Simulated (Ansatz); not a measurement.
NH2 on the 1x1 (110) surface of bcc W, one in a 2x2 cell, energies for each (28.7 Å²). Energies are against NH3(g) − ½ H2(g), without zero-point or thermal terms; each row is named by its start. No converged result for: 1 more start.

Computed with PBE (plane waves to 420 eV, PAW; Ansatz, a program for electronic structure).

Set-up: 19 atoms, 6.6 Å thick at the start under the adsorbate (thin: gaps and levels are the slab's own); mesh 6x6x1; 0.1 eV smearing; dipole correction on; 8 atoms held, the rest relaxed; each run with such symmetry as its start has; no spin, no spin-orbit, no U, no dispersion correction.

A negative adsorption energy means that the adsorbate is more stable on the surface than in its reference. Starts that drift may end in the same place. Heights count from the host atoms within 0.3 Å of the top one.

| starting site | E_ads (eV) | height (Å) | nearest host atom (Å) | bonded to | Δ work function (eV) | lateral drift (Å) |
|---|---|---|---|---|---|---|
| hollow W-W-W | -1.08 | 1.75 | W 2.18 | 2 W | -1.33 | 1.0 |
| bridge W-W (span 2.8 Å) | -1.08 | 1.75 | W 2.18 | 2 W | -1.33 | 0.0 |
| bridge W-W (span 3.2 Å) | -0.44 | 1.60 | W 2.21 | 2 W | -1.59 | 0.0 |
